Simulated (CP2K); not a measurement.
CP2K run on Si3N4 (P6_3/m, 14 atoms in the cell): self-consistent single point.

Level of theory: LDA (Pade form), GPW, DZVP-MOLOPT-SR-GTH basis, GTH-PADE potentials (GTH_POTENTIALS) in CP2K 2026.2.

```yaml
crystal:
  lattice:
    - [7.60454, 0.00000, 0.00000]
    - [-3.80227, 6.58573, 0.00000]
    - [0.00000, 0.00000, 2.90520]
  atoms:
    - { symbol: Si, position: [0.23108, 0.82495, 0.75000] }
    - { symbol: Si, position: [0.76892, 0.17505, 0.25000] }
    - { symbol: Si, position: [0.40613, 0.23108, 0.25000] }
    - { symbol: Si, position: [0.59387, 0.76892, 0.75000] }
    - { symbol: Si, position: [0.17505, 0.40613, 0.75000] }
    - { symbol: Si, position: [0.82495, 0.59387, 0.25000] }
    - { symbol: N, position: [0.33333, 0.66667, 0.75000] }
    - { symbol: N, position: [0.66667, 0.33333, 0.25000] }
    - { symbol: N, position: [0.96919, 0.66985, 0.75000] }
    - { symbol: N, position: [0.03081, 0.33015, 0.25000] }
    - { symbol: N, position: [0.29934, 0.96919, 0.25000] }
    - { symbol: N, position: [0.70066, 0.03081, 0.75000] }
    - { symbol: N, position: [0.33015, 0.29934, 0.75000] }
    - { symbol: N, position: [0.66985, 0.70066, 0.25000] }
```

Reference input (self-consistent single point, DFT LDA (Pade form), GPW, DZVP-MOLOPT-SR-GTH basis, GTH-PADE potentials (GTH_POTENTIALS)): CUTOFF = 400 Ry; REL_CUTOFF = 50 Ry; SMEAR/METHOD = GAUSSIAN; SIGMA = 0.01 eV; KPOINTS/SCHEME = MACDONALD 2 2 7 0 0 0.07142857143; XC_FUNCTIONAL = PADE; Si/BASIS_SET = DZVP-MOLOPT-SR-GTH-q4; Si/POTENTIAL = GTH-PADE-q4; N/BASIS_SET = DZVP-MOLOPT-SR-GTH-q5; N/POTENTIAL = GTH-PADE-q5; METHOD = GPW; EPS_DEFAULT = 1e-10. This run's input differs from it in these lines:

```diff
@@ -39,3 +39,3 @@
     &KPOINTS
-      SCHEME MACDONALD 2 2 7 0 0 0.07142857143
+      SCHEME MACDONALD 2 2 7 0.25 0.25 0.07142857143
     &END KPOINTS
```

Output (repeated stretches shortened):

```
 SCF WAVEFUNCTION OPTIMIZATION

  Step     Update method      Time    Convergence         Total energy    Change
     1 NoMix/Diag. 0.20E+00      -     1.51929601      -105.0625998123 -1.05E+02
     2 Broy./Diag. 0.20E+00      -     0.16860167       -93.9913593667  1.11E+01
     3 Broy./Diag. 0.20E+00      -     0.19640495      -100.4988993306 -6.51E+00
     4 Broy./Diag. 0.20E+00      -     0.00599927      -104.5968853844 -4.10E+00
     5 Broy./Diag. 0.20E+00      -     0.00567336      -103.9842582314  6.13E-01
     6 Broy./Diag. 0.20E+00      -     0.00093113      -104.0285005471 -4.42E-02
   [... lines left out ...]
     8 Broy./Diag. 0.20E+00      -     0.00015298      -104.0327250671  8.74E-04
     9 Broy./Diag. 0.20E+00      -     0.00002121      -104.0333375841 -6.13E-04
    10 Broy./Diag. 0.20E+00      -     0.00002588      -104.0336848686 -3.47E-04
    11 Broy./Diag. 0.20E+00      -     0.00000112      -104.0337645431 -7.97E-05
    12 Broy./Diag. 0.20E+00      -     0.00000352      -104.0338325123 -6.80E-05
    13 Broy./Diag. 0.20E+00      -     0.00000016      -104.0338572505 -2.47E-05
    14 Broy./Diag. 0.20E+00      -     0.00000036      -104.0338499510  7.30E-06
    15 Broy./Diag. 0.20E+00      -     0.00000005      -104.0338489950  9.56E-07
  *** SCF run converged in    15 steps ***

  Overlap energy of the core charge distribution:               0.00000007171256
  Self energy of the core charge distribution:               -256.64826780633427
  Core Hamiltonian energy:                                     72.74169725400822
  Hartree energy:                                             108.12720541812048
  Exchange-correlation energy:                                -28.25448393250807
  Smearing free energy correction:                              0.00000000000000
  Fermi energy:                                                 0.33424322168140

  Total energy:                                              -104.03384899500107
  Total energy (extrapolated to sigma->0):                   -104.03384899500107

                     Mulliken Population Analysis

   [... lines left out ...]

 STRESS| Analytical stress tensor [bar]
 STRESS|                        x                   y                   z
 STRESS|      x       -3.24633058465E+04  -1.24675478524E+00   5.56966288164E-10
 STRESS|      y       -1.24675478524E+00  -3.24623293556E+04   7.82793247580E-10
 STRESS|      z        5.56966288164E-10   7.82793247580E-10  -3.83476546900E+04
 STRESS| 1/3 Trace                                            -3.44244299641E+04
```

The run converged in 15 iterations. Against the reference run the free energy rises by 1.3 meV/atom, the pressure moves little (-3.43 to -3.44 GPa), the largest force stays at 0.099 eV/Å and the gap on the mesh goes from 4.841 to 4.489 eV.

The starting cell comes from a database of computed structures (which also holds hypothetical and non-ambient phases and stackings), without a prior relaxation at this level. Values carry the incompleteness of an atom-centred basis.

Cost on one core of a shared machine: roughly 2 min.
